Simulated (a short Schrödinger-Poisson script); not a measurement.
System: symmetric double-gate stack, SiO2 on p-type Si(100), at 300 K.

```
layer  material  thickness (nm)  Na (cm⁻³)
-----  --------  --------------  ---------
1          SiO2             2.9          -
2            Si              20       5e15
3          SiO2             2.9          -
```

Constants are typed, rounded textbook-type inputs, not results; the design itself was drawn at random and stands for no fabricated device. SiO2: permittivity 3.9, conduction-band edge (eV) 3.15, gap (eV) 9, electron mass (mₑ) 0.5. Si: permittivity 11.7, conduction-band edge (eV) 0, gap (eV) 1.124, Nv at 300 K (cm⁻³) 3.1e19.

Channel valleys (confinement mass, in-plane density-of-states mass, number): Δ2 0.916, 0.19, 2; Δ4 0.19, 0.417, 4. At the gates, both at one voltage, the conduction-band edge of layer 1 lies 3.31 eV − eVg above the Fermi level of the channel. Gaps are held at their typed values at every temperature. Mesh 0.03 nm at interfaces.

From a short Schrödinger-Poisson script (our own, NumPy): 1D Poisson equation in equilibrium, electrons quantum, Hartree (BenDaniel-Duke, 12 states a valley, the channel's in-plane mass for all, wave functions ending at the dielectric), parabolic valleys, classical holes, full ionisation, no traps, pinning or gate leakage.

The same stack at other levels of the model or other numerical settings:

```csv
run,sheet density of all electrons at Vg = 1.6 V (cm⁻²),sheet density of all electrons at Vg = 0.4 V (cm⁻²),capacitance of both gates at Vg = 1.6 V (μF/cm²),gate voltage at 1e11 electrons/cm² (V),rough cost against the base
base,1.81e13,3.36e12,2.07,0.02,about 1
"electrons treated as classical, Boltzmann",2.04e13,3.87e12,?,0.01,0.03
"electrons treated as classical, Fermi-Dirac",?,3.85e12,?,0.01,0.1
mesh six times as coarse,1.81e13,3.36e12,2.07,0.02,0.2
```

Problem. Complete the blanks.

Solution. 
- electrons treated as classical, Fermi-Dirac, capacitance of both gates at Vg = 1.6 V (μF/cm²): 2.21
- electrons treated as classical, Boltzmann, capacitance of both gates at Vg = 1.6 V (μF/cm²): 2.29
- electrons treated as classical, Fermi-Dirac, sheet density of all electrons at Vg = 1.6 V (cm⁻²): 2.00e13

The classical rows ignore confinement, and Boltzmann statistics overrate the density once the band edge passes the Fermi level.
